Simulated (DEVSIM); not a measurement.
System: abrupt Si n-p junction, at 300 K.

| layer (left to right) | material | thickness (μm) | Nd (cm⁻³) | Na (cm⁻³) | τn (s) | τp (s) |
|---|---|---|---|---|---|---|
| 1 | Si | 14.0 | 2.3e16 | - | 9.4e-7 | 9.4e-7 |
| 2 | Si | 82.0 | - | 4.3e16 | 9.4e-7 | 9.4e-7 |

Left contact: ohmic. Right contact: ohmic. Voltage is applied to the left contact. Recombination: SRH at mid-gap, radiative. Mobility is μmin + (μ − μmin)/(1 + (N/Nref)^α).

This is a model device: material constants are rounded textbook-type values typed into the input, and sizes, dopings and lifetimes were drawn at random. Values at 300 K; Nc and Nv go as T^1.5, mobilities as T to minus their exponent, the gap by Varshni's rule with the affinity fixed.

| parameter | Si |
|---|---|
| gap (eV) | 1.124 |
| affinity (eV) | 4.05 |
| permittivity | 11.7 |
| Nc (cm⁻³) | 2.86e19 |
| Nv (cm⁻³) | 3.1e19 |
| μn (cm²/Vs) | 1417 |
| μp (cm²/Vs) | 470 |
| μn,min | 52 |
| μp,min | 45 |
| Nref,n | 9.7e16 |
| Nref,p | 2.2e17 |
| αn | 0.68 |
| αp | 0.72 |
| T exponent of μn | 2.3 |
| T exponent of μp | 2.2 |
| B (cm³/s) | 4.7e-15 |
| Varshni α (eV/K) | 0.000473 |
| Varshni β (K) | 636 |

Model (solved in DEVSIM): 1D drift-diffusion, Boltzmann statistics, complete ionisation; no tunnelling, impact ionisation, image-force lowering or self-heating.

The temperature was swept, all else fixed.

| temperature (K) | largest field in the device at zero bias (V/cm) | dark forward voltage at 1 A/cm² (V) | potential step across the device at zero bias (V) | dark forward voltage at 100 A/cm² (V) |
|---|---|---|---|---|
| 250 | 61000 | 0.759 | 0.853 | 0.967 |
| 300 | 58000 | 0.662 | 0.770 | 0.936 |
| 350 | 54000 | 0.563 | 0.683 | 0.910 |
| 400 | 49000 | 0.462 | 0.594 | 0.890 |
| 450 | 44000 | 0.358 | 0.503 | 0.874 |
| 500 | … | … | 0.409 | … |

### Question
Complete the blanks.

### Answer

- 500, largest field in the device at zero bias (V/cm): 39000
- 500, dark forward voltage at 1 A/cm² (V): 0.253
- 500, dark forward voltage at 100 A/cm² (V): 0.862
